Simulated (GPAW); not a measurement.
# Worked example: self-consistent single point of TaAgS₃ (Cmcm, 10 atoms in the cell) in GPAW

Computed with PBEsol, GPAW PAW datasets PBEsol (made by gpaw-setup) (plane waves; GPAW).

This input was run:

```python
from ase import Atoms
from ase.units import GPa
from gpaw import GPAW

atoms = Atoms(['Ta', 'Ta', 'S', 'S', 'Ag', 'Ag', 'S', 'S', 'S', 'S'],
              cell=[[1.687750, -7.030400, 0.000000],
                    [1.687750, 7.030400, 0.000000],
                    [0.000000, 0.000000, 7.748600]],
              scaled_positions=[[0.737900, 0.262100, 0.250000],
                                [0.262100, 0.737900, 0.750000],
                                [0.107000, 0.893000, 0.250000],
                                [0.893000, 0.107000, 0.750000],
                                [0.000000, 0.000000, 0.500000],
                                [0.000000, 0.000000, 0.000000],
                                [0.328000, 0.672000, 0.425000],
                                [0.672000, 0.328000, 0.925000],
                                [0.672000, 0.328000, 0.575000],
                                [0.328000, 0.672000, 0.075000]],
              pbc=True)

calc = GPAW(mode={'name': 'pw', 'ecut': 550},
            xc='PBEsol',
            kpts=(7, 7, 3),
            occupations={'name': 'methfessel-paxton', 'width': 0.136, 'order': 0},
            nbands=-16,
            convergence={'forces': 0.001},
            symmetry={'symmorphic': False, 'tolerance': 0.0005},
            maxiter=100)

atoms.calc = calc

energy = atoms.get_potential_energy()
print('Energy (eV):', round(energy, 6))
forces = atoms.get_forces()
print('Forces (eV/Ang):')
print(forces.round(5))
stress = atoms.get_stress()
print('Stress (GPa, Voigt):', (stress / GPa).round(4))
```

The program printed (abridged):

```
Input parameters:
  convergence: {forces: 0.001}
  kpts: [7 7 3]
  maxiter: 100
  mode: {ecut: 550,
         name: pw}
  nbands: -16
  occupations: {name: methfessel-paxton,
                order: 0,
                width: 0.136}
  symmetry: {symmorphic: False,
             tolerance: 0.0005}
  xc: PBEsol

species:
  Ta:
    name: Tantalum
    Z: 73.0
    valence: 13
    core: 60
    charge: 0.0
    file: Ta.PBEsol.gz

    # Using partial waves for Ta as LCAO basis

  S:
    name: Sulfur
    Z: 16.0
    valence: 6
    core: 10
    charge: 0.0
    file: S.PBEsol.gz

    # Using partial waves for S as LCAO basis

  Ag:
    name: Silver
    Z: 47.0
    valence: 17
    core: 30
    charge: 0.0
    file: Ag.PBEsol.gz

    # Using partial waves for Ag as LCAO basis

Reference energy: -1202191.411751  # eV

Spin-paired calculation

Convergence criteria:
 Maximum [total energy] change in last 3 cyles: 0.0005 eV / valence electron
 Maximum integral of absolute [dens]ity change: 0.0001 electrons / valence electron
 Maximum integral of absolute [eigenst]ate change: 4e-08 eV^2 / valence electron
 Maximum change in the atomic [forces] across last 2 cycles: 0.001 eV/Ang OR
Maximum error relative to the maximum force is below inf
 Maximum number of scf [iter]ations: 100

Symmetries present (total): 8
Symmetries with fractional translations: 4
147 k-points: 7 x 7 x 3 Monkhorst-Pack grid
32 k-points in the irreducible part of the Brillouin zone
       k-points in crystal coordinates                weights
   0:     0.00000000    0.00000000    0.00000000          1/147
   1:     0.00000000    0.00000000    0.33333333          2/147
   2:     0.14285714   -0.14285714    0.00000000          2/147
   3:     0.14285714   -0.14285714    0.33333333          4/147
   4:     0.14285714    0.00000000    0.00000000          4/147
   5:     0.14285714    0.00000000    0.33333333          8/147
   6:     0.14285714    0.14285714    0.00000000          2/147
   7:     0.14285714    0.14285714    0.33333333          4/147
   8:     0.28571429   -0.28571429    0.00000000          2/147
   9:     0.28571429   -0.28571429    0.33333333          4/147
          ...
  31:     0.42857143    0.42857143    0.33333333          4/147

Wave functions: Plane wave expansion
  Cutoff energy: 550.000 eV
  Number of coefficients (min, max): 5357, 5417
  Pulay-stress correction: 0.000000 eV/Ang^3 (de/decut=0.000000)

Occupation numbers: Methfessel-Paxton:
  width: 0.1360  # eV
  order: 0

Eigensolver

Densities:
  Coarse grid: 40*40*42 grid
  Fine grid: 80*80*84 grid
  Total Charge: 0.000000

Density mixing:
  Method: separate
  Backend: pulay
  Linear mixing parameter: 0.05
  old densities: 5
  Damping of long wavelength oscillations: 50

Hamiltonian:
  XC and Coulomb potentials evaluated on a 80*80*84 grid
  External potential:
    NoExternalPotential

XC parameters: PBEsol with 2 nearest neighbor stencil

Number of atoms: 10
Number of atomic orbitals: 74
Number of bands in calculation: 64
Number of valence electrons: 96
Bands to converge: occupied

Density initialized from atomic densities
  64 bands from LCAO basis set

Atomic positions and initial magnetic moments

Positions:
   0 Ta     1.687750   -3.345064    1.937150    ( 0.0000,  0.0000,  0.0000)
   1 Ta     1.687750    3.345064    5.811450    ( 0.0000,  0.0000,  0.0000)
   2 S      1.687750    5.525894    1.937150    ( 0.0000,  0.0000,  0.0000)
   3 S      1.687750   -5.525894    5.811450    ( 0.0000,  0.0000,  0.0000)
   4 Ag     0.000000    0.000000    3.874300    ( 0.0000,  0.0000,  0.0000)
   5 Ag     0.000000    0.000000    0.000000    ( 0.0000,  0.0000,  0.0000)
   6 S      1.687750    2.418458    3.293155    ( 0.0000,  0.0000,  0.0000)
   7 S      1.687750   -2.418458    7.167455    ( 0.0000,  0.0000,  0.0000)
   8 S      1.687750   -2.418458    4.455445    ( 0.0000,  0.0000,  0.0000)
   9 S      1.687750    2.418458    0.581145    ( 0.0000,  0.0000,  0.0000)

Unit cell:
           periodic     x           y           z      points  spacing
  1. axis:    yes    1.687750   -7.030400    0.000000    40     0.0821
  2. axis:    yes    1.687750    7.030400    0.000000    40     0.0821
  3. axis:    yes    0.000000    0.000000    7.748600    42     0.1845

  Lengths:   7.230147   7.230147   7.748600
  Angles:   90.000000  90.000000 153.001537

Effective grid spacing dv^(1/3) = 0.1399

     iter     time        total  log10-change:
                         energy   eigst   dens  force
iter:   1 --:--:--   -63.277191
iter:   2 --:--:--   -62.948786   -1.13  -1.31
iter:   3 --:--:--   -61.570713   -1.46  -1.34
iter:   4 --:--:--   -61.530056   -2.22  -1.54
iter:   5 --:--:--   -61.633797   -2.11  -1.61
iter:   6 --:--:--   -61.534077   -2.18  -2.02
iter:   7 --:--:--   -61.488949   -3.14  -2.16
iter:   8 --:--:--   -61.481783   -4.09  -2.55
iter:   9 --:--:--   -61.475412c  -3.58  -2.65
iter:  10 --:--:--   -61.474830c  -4.37  -3.00
iter:  11 --:--:--   -61.474534c  -4.96  -3.14
iter:  12 --:--:--   -61.474497c  -5.76  -3.27
iter:  13 --:--:--   -61.474418c  -5.27  -3.33
iter:  14 --:--:--   -61.474407c  -5.75  -3.53
iter:  15 --:--:--   -61.474380c  -6.28  -3.69
iter:  16 --:--:--   -61.474380c  -6.65  -3.84
iter:  17 --:--:--   -61.474377c  -6.43  -3.96
iter:  18 --:--:--   -61.474376c  -7.26  -4.31c
iter:  19 --:--:--   -61.474373c  -7.55c -4.42c
iter:  20 --:--:--   -61.474373c  -7.47c -4.56c -2.56
iter:  21 --:--:--   -61.474373c  -8.24c -4.70c -2.66
iter:  22 --:--:--   -61.474373c  -8.21c -4.88c -2.54
iter:  23 --:--:--   -61.474373c  -9.29c -5.28c -2.94
iter:  24 --:--:--   -61.474373c  -9.82c -5.33c -3.38c

Converged after 24 iterations.

Dipole moment: (0.000000, -0.000000, -0.000000) |e|*Ang

Energy contributions relative to reference atoms: (reference = -1202191.411751)

Kinetic:        +38.073961
Potential:      -43.370167
External:        +0.000000
XC:             -56.424199
Entropy (-ST):   -0.006197
Local:           +0.249130
SIC:             +0.000000
--------------------------
Free energy:    -61.477472
Extrapolated:   -61.474373

Showing only first 2 kpts
 Kpt  Band  Eigenvalues  Occupancy
  0    46      7.34594    1.99920
  0    47      7.47511    1.95537
  0    48      7.63929    1.23647
  0    49      7.80782    0.14661

  1    46      6.78923    2.00000
  1    47      6.88753    2.00000
  1    48      7.87790    0.02923
  1    49      8.19034    0.00000

Fermi level: 7.66822

No gap
No difference between direct/indirect transitions
Energy (eV): -61.474373

Forces in eV/Ang:
  0 Ta    0.00000    0.04256    0.00000
  1 Ta    0.00000   -0.04256   -0.00000
  2 S     0.00000    0.66054    0.00000
  3 S     0.00000   -0.66054    0.00000
  4 Ag    0.00000    0.00000    0.00000
  5 Ag    0.00000    0.00000    0.00000
  6 S     0.00000    0.06328    0.71141
  7 S     0.00000   -0.06328    0.71141
  8 S     0.00000   -0.06328   -0.71141
  9 S     0.00000    0.06328   -0.71141

Stress tensor:
     0.009825     0.000000     0.000000
     0.000000     0.007687    -0.000000
     0.000000    -0.000000     0.013688
Stress (GPa, Voigt): [ 1.5741  1.2316  2.1931 -0.      0.      0.    ]
```

The run converged in 24 iterations. GPAW prints stress with tension positive.

The starting cell comes from a database of published, mostly measured structures (it also holds non-ambient and calculated ones), without a prior relaxation at this level. Spin-orbit coupling is off. Spin polarisation is off.

Cost on one core of a shared machine: roughly 10 min.
